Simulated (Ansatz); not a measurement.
Results of r²SCAN in Ansatz (plane waves, PAW) for LiF (model structure, started from the NiAs type, P6₃/mmc, No. 194, 4 atoms in the cell).

Settings: plane-wave cutoff 560 eV, 18×18×8 k mesh (along the axes of the cell as run), Fermi–Dirac smearing 0.01 eV, scalar-relativistic PAW data made under PBE.

Cell (relaxed with PBEsol):

```
LiF
1.0
    2.78650     0.00000     0.00000
   -1.39325     2.41318     0.00000
    0.00000     0.00000     4.81014
Li F
2 2
Cartesian
  0.00000   0.00000   0.00000
  0.00000   0.00000   2.40507
  0.00000   1.60879   1.20254
  1.39325   0.80439   3.60761
```

What does this level give for the band gap?


- band gap = 10.05 eV (direct)

Note: the relaxation could raise the start's symmetry but not lower it, so the cell can be a saddle point; cell and atoms aren't relaxed at this level (pressure -1.0 GPa).

Computing time: roughly 23 core-seconds.

A model structure was made by putting elements into a prototype or built by hand; it is no filed structure, need not be a known phase, and can be a saddle point held by its symmetry.

Ansatz is a quantum-chemistry and plane-wave program.
